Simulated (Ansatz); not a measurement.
The starting structures come from a database of crystals and need not be the phases stable at ambient conditions.

Crystal: Cs$_{3}$H$_{5}$Pt (P4/mbm, not sure to be the ambient phase, 18 atoms a cell, 23.1 Å³ an atom); planes in its conventional cell.

The numbers are results of r2SCAN (plane waves, PAW; Ansatz, an electronic-structure program), not measurements.

No gap correction and no spin-orbit coupling; mid-gap values are interpolated between computed energies.

| plane | area of the cell (Å²) | mid-gap κ (1/Å) | largest κ in the gap (1/Å) |
|---|---|---|---|
| (100) | 51.0 | 0.34 | 0.34 |
| (001) | 66.6 | … | … |

The slowest decay depends on the direction. Supply the withheld values.


- (001), mid-gap κ (1/Å): 0.30
- (001), largest κ in the gap (1/Å): 0.30
